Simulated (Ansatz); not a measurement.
Ansatz (an electronic-structure program) run on Cu₃AsSe₄ (Fmm2, 8 atoms in the cell): self-consistent single point.

Method of the run: PBEsol, default PAW files made with PBE (plane waves; Ansatz).

```
Cu3AsSe4
1.0
   -2.77140     2.77140     5.50851
    2.77140    -2.77140     5.50851
    2.77140     2.77140    -5.50851
Cu As Se
3 1 4
Direct
  0.25000   0.75000   0.50000
  0.75000   0.25000   0.50000
  0.50454   0.50454   0.00000
  0.00000   0.00000   0.00000
  0.87509   0.38261   0.00000
  0.61739   0.61739   0.49248
  0.38261   0.87509   0.00000
  0.12491   0.12491   0.50752
```

Reference input (self-consistent single point, DFT, PBEsol, plane waves, default PAW files made with PBE): basis.ecutwfc = 30.9 Ry; kpoints.mp_grid.grid = 4 4 4; hamiltonian.xc = pbesol; hamiltonian.pseudopotentials = {kind: paw} (the program's default PAW files); scf.occupations.method = fermi_dirac; scf.occupations.width = 0.0073 Ry. This run's input differs from it in these lines:

Ansatz 0.2 input:
```diff
@@ -18,3 +18,3 @@
 kpoints:
-  mp_grid: { grid: [4, 4, 4] }
+  mp_grid: { grid: [8, 8, 8] }
 hamiltonian:
@@ -23,3 +23,3 @@
 scf:
-  occupations: { method: fermi_dirac, width: 0.0073 Ry }
+  occupations: { method: fermi_dirac, width: 0.0015 Ry }
 output:
```

Log, with long lists cut:

```
SCF iter   1: F=—  HF=-46277.180049 eV  |F-HF|=—  |Δ(HF+E_count)|=         —  Δρ=1.16e-2  dr2=1.49e-1  ethr=1.77e-3  ⟨swp⟩=6.0  Hψ=28440  notcnv=0  defer=13
all-band conjugate gradients solve this SCF's bands
preconditioner: auto → LDOS
SCF iter   2: F=—  HF=-46277.197445 eV  |F-HF|=—  |Δ(HF+E_count)|=   1.74e-2  Δρ=1.26e-2  dr2=1.45e-1  ethr=1.09e-4  ⟨swp⟩=2.7  Hψ=16409  notcnv=0  defer=645
   [... lines left out ...]
SCF iter   5: F=—  HF=-46277.154618 eV  |F-HF|=—  |Δ(HF+E_count)|=   3.05e-4  Δρ=2.34e-4  dr2=6.73e-5  ethr=1.10e-6  ⟨swp⟩=2.0  Hψ=9036  notcnv=0  defer=641
SCF iter   6: F=—  HF=-46277.154543 eV  |F-HF|=—  |Δ(HF+E_count)|=   7.52e-5  Δρ=2.22e-5  dr2=4.94e-7  ethr=4.95e-8  ⟨swp⟩=2.0  Hψ=9707  notcnv=0  defer=641
SCF iter   7: F=—  HF=-46277.154543 eV  |F-HF|=—  |Δ(HF+E_count)|=   1.93e-7  Δρ=2.48e-5  dr2=7.10e-7  ethr=7.35e-11  ⟨swp⟩=9.8  Hψ=41161  notcnv=0
SCF iter   8: F=-46277.154543 eV  HF=-46277.154543 eV  |F-HF|=3.36e-8  |Δ(HF+E_count)|=   8.99e-8  Δρ=4.51e-6  dr2=3.51e-8  ethr=7.35e-11  ⟨swp⟩=3.1  Hψ=28537  notcnv=0
SCF 1 converged in 8 iterations: F = -46277.154543 eV  dr2 = 3.51e-8
Free energy (F): -46277.154543 eV
Internal energy: -46277.150811 eV  (E = F + TS)
E sigma→0 (E₀):  -46277.152677 eV
Entropy (-TS):   -0.003732 eV (-0.467 meV/atom)
Fermi energy:    9.324887 eV
--- Forces (eV/Å), atoms counted from 1 ---
  atom   1  Cu     0.00000000    -0.00000000     0.01206628
  atom   2  Cu    -0.00000000    -0.00000000     0.01206628
  atom   3  Cu    -0.00000000    -0.00000000    -0.23175106
  atom   4  As    -0.00000000    -0.00000000    -0.07043454
  atom   5  Se     0.11020250    -0.11020250     0.20961026
  atom   6  Se    -0.17359460    -0.17359460    -0.07057966
  atom   7  Se    -0.11020250     0.11020250     0.20961026
  atom   8  Se     0.17359460     0.17359460    -0.07057966
--- Stress (GPa, compression-positive) ---
       -0.493133      -0.233338       0.000000
       -0.233338      -0.493133      -0.000000
        0.000000      -0.000000      -0.578639
  P = ⅓ Tr σ = -0.5216 GPa (-5.216 kbar)
  The stress holds the Pulay correction. Without it, at fixed plane waves, as pw.x and ABINIT print it: P = -0.5588 GPa
```

The run converged in 8 iterations. Against the reference run the free energy goes up by 3.9 meV/atom, the pressure goes from -0.41 to -0.52 GPa and the largest force goes from 0.279 to 0.261 eV/Å.

The starting cell comes from a database of computed structures (which also holds hypothetical and non-ambient phases and stackings), without a prior relaxation at this level. Its lattice was rescaled by up to half a per cent. One atom was moved a little off its site on purpose. Spin polarisation is off. Ansatz's pressure includes its estimate of the finite-basis (Pulay) stress. The run gives no clean gap (levels at the Fermi energy touch, overlap or are partly filled at this smearing), which alone does not show that the compound is a metal.

Cost on one core of a shared machine: roughly 2 min.
